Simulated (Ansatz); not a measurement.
Start from RbHgI3 in the cubic perovskite structure (space group Pm-3m, No. 221; a hypothetical phase, not in the database extracts checked).

```
RbHgI3
1.0
    5.90297     0.00000     0.00000
    0.00000     5.90297     0.00000
    0.00000     0.00000     5.90297
Rb Hg I
1 1 3
Direct
  0.00000   0.00000   0.00000
  0.50000   0.50000   0.50000
  0.00000   0.50000   0.50000
  0.50000   0.50000   0.00000
  0.50000   0.00000   0.50000
```

Cartesian axes are those of the cell as printed.

All numbers come from PBEsol (Ansatz, a first-principles code), without spin-orbit coupling.

For the base:

```
Property                            Value
-----------------------------  ----------
Shortest interatomic distance  5.578 bohr
Pressure                          0.0 GPa
Band gap                             zero
```

Now apply this change: the symmetric strain tensor [-0.0124 0.0049 0.0088; 0.0049 0.0080 0.0039; 0.0088 0.0039 -0.0100]; the atoms relax in the strained cell.

### Question
Predict the new energy relative to the base, shortest interatomic distance, pressure and band gap.

### Answer
The energy rises by 1.8 meV/atom; the shortest interatomic distance falls by 0.069 bohr to 5.509 bohr; the pressure (mean of the normal stresses, compression positive) goes from zero to 0.4 GPa; the band gap remains zero.

Without a gap, meshes like the base's 8×8×8 leave anisotropic stresses uncertain by several tenths of a GPa, and small strain energies with them. Whether these cells are dynamically stable was not tested. All final runs are without spin polarisation. Many cubic perovskites are stable only at high temperature; tilts and polar distortions were not tested. A zero or small gap of RbHgI3 can be the functional's error rather than a property of the material.
